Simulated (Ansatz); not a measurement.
An input for Ansatz (PBEsol) and the part of its output that reports the quasi-harmonic study. Lengths are of the primitive cell. The cell was generated from a structure type, relaxed within its symmetry, and need not be the phase found at ambient conditions. The run noted for some of its cells that some bands missed the eigensolver's tolerance. Spin-orbit coupling is not included.

Ansatz 0.2 input:
```yaml
crystal:
  lattice:
    - [3.0770694225, 0.0, 0.0]
    - [-1.5385347112, 2.6648202891, 0.0]
    - [0.0, 0.0, 4.8285628797]
  atoms:
    - { symbol: N, position: [0.0, 0.0, 0.0] }
    - { symbol: Ta, position: [0.3333333333, 0.6666666667, 0.2537772641] }
    - { symbol: Ta, position: [0.6666666667, 0.3333333333, 0.7462227359] }
kpoints:
  mp_grid: { grid: [12, 12, 8] }
hamiltonian:
  xc: pbesol
  pseudopotentials: { kind: paw }
scf:
  occupations: { method: methfessel_paxton, width: 0.15 }
phonons:
  method: dfpt
  qmesh: [4, 4, 2]
  temperatures: { t_max: 1000, t_step: 25 }
  thermal_expansion: {}
checkpoint:
  write: run
```

```
--- Thermal expansion: 17 cells in 3 rounds, 0 GPa ---
  no lower state was reached at cell 6; its state was not examined: fill_not_monotonic
  without vibrations: a 3.08238, b 3.08238, c 4.81473 Å, V 39.6164 Å³, B 283.78 GPa
  at 0 K: a 3.08435, b 3.08435, c 4.82503 Å, V 39.7520 Å³, B 285.37 GPa
  zero-point expansion: a +0.064, b +0.064, c +0.214, V +0.342 %
      T/K        a/Å        b/Å        c/Å       V/Å³ | expansion of a, b, c, V (1e-6/K)   | that of V in the mean from 25 °C | C_P, C_V (J/mol K of the cell) | B_T, B_S (GPa)
     0.00    3.08435    3.08435    4.82503    39.7520 |    0.00    0.00    0.00    0.00 |    9.48 |     0.000     0.000 |   285.37   285.37
   100.00    3.08441    3.08441    4.82664    39.7667 |    0.65    0.65    7.23    8.53 |   12.40 |    36.640    36.590 |   285.03   285.42
   200.00    3.08474    3.08474    4.83086    39.8101 |    1.45    1.45    9.85   12.75 |   13.97 |    54.314    54.093 |   284.51   285.67
   298.15    3.08526    3.08526    4.83586    39.8647 |    1.96    1.96   11.07   14.98 |       - |    63.665    63.209 |   283.88   285.93
   375.00    3.08576    3.08576    4.84008    39.9123 |    2.20    2.20   11.63   16.03 |   15.55 |    67.956    67.299 |   283.32   286.08
   475.00    3.08647    3.08647    4.84584    39.9783 |    2.40    2.40   12.13   16.93 |   16.11 |    71.491    70.565 |   282.50   286.21
   575.00    3.08723    3.08723    4.85182    40.0474 |    2.53    2.53   12.50   17.55 |   16.55 |    73.824    72.620 |   281.58   286.24
   675.00    3.08803    3.08803    4.85796    40.1187 |    2.62    2.62   12.80   18.04 |   16.91 |    75.536    74.048 |   280.55   286.19
   775.00    3.08885    3.08885    4.86425    40.1920 |    2.69    2.69   13.06   18.45 |   17.22 |    76.907    75.123 |   279.41   286.05
   875.00    3.08969    3.08969    4.87066    40.2670 |    2.76    2.76   13.30   18.82 |   17.49 |    78.078    75.988 |   278.17   285.82
  stiffness (GPa) against the strains that keep the symmetry, 3 along the crystal's axis
    without vibrations: C11 + C12 600.88, C13 229.02, C33 463.86
  the static fit leaves 0.004 meV an atom of the energies and, of the stresses, 0.012 GPa of each cell's largest along a strain (root mean squares over the cells), whose Pulay part it has at -0.013 GPa
  vibrations' free energy: its fit leaves 0.0059 meV an atom at the most
  the electrons' free energy at temperature is in it; its fit leaves 0.0036 meV an atom at the most
  free energies summed between the sampled wave vectors
  estimated error of the fitted expansion in any direction: up to 0.402e-6/K, at 1000 K (an estimate, not a bound: it was exceeded on models of known expansion)
  by sums over the sampled wave vectors an expansion of the volume parts by up to 0.17e-6/K
  by a static energy of one degree less an expansion of the volume parts by up to 0.01e-6/K
  eigensolver_not_converged in the phonons of 7 cells: 6, 7, 8, 9, 10, 11, 12
```

Warnings of the run: phonon_interpolation_lacks_dipole_term, thermal_expansion_settings.

Cost: about 6 core-hours (a rough figure).

No phase change or melting is allowed for: the numbers belong to this structure as given.

The PAW data sets were generated under PBE and serve the other functionals too.

Ansatz is a program for electronic structure.
